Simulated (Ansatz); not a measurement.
Base system: SnO2 in the rutile structure (space group P4_2/mnm, No. 136; a = 4.722 Å, c = 3.190 Å). Axes: x, y, z lie along a, b, c of the conventional cell.

Computed with plane-wave PAW DFT at the LDA level (Ansatz, an electronic-structure program, 420 eV), scalar-relativistic without spin-orbit coupling.

Strains are applied to the cell and any free atomic positions relax.

One change was made to it. Results:

```json
[
 {"quantity": "pressure (mean of the normal stresses, compression positive)", "base": "0.00 GPa", "after": "-2.25 GPa"},
 {"quantity": "band gap", "base": "1.16 eV", "after": "1.05 eV"},
 {"quantity": "valence-band top at Γ (three highest levels, from the VBM)", "base": "0.00, -0.80, -0.80 eV", "after": "0.00, -0.77, -0.82 eV"},
 {"quantity": "energy relative to the base (free energy F)", "base": "0 meV/atom", "after": "+1.3 meV/atom"}
]
```

Task: What was done to the base?
(A) uniaxial strain ε_xx = +3.00 %
(B) uniaxial strain ε_xx = +1.20 %
(C) uniaxial strain ε_xx = +2.40 %

Result: B, uniaxial strain ε_xx = +1.20 %. For comparison, the band gap in the other runs: uniaxial strain ε_xx = +3.00 % gives 0.89 eV; uniaxial strain ε_xx = +2.40 % gives 0.94 eV.

Stability against distortions was not tested.
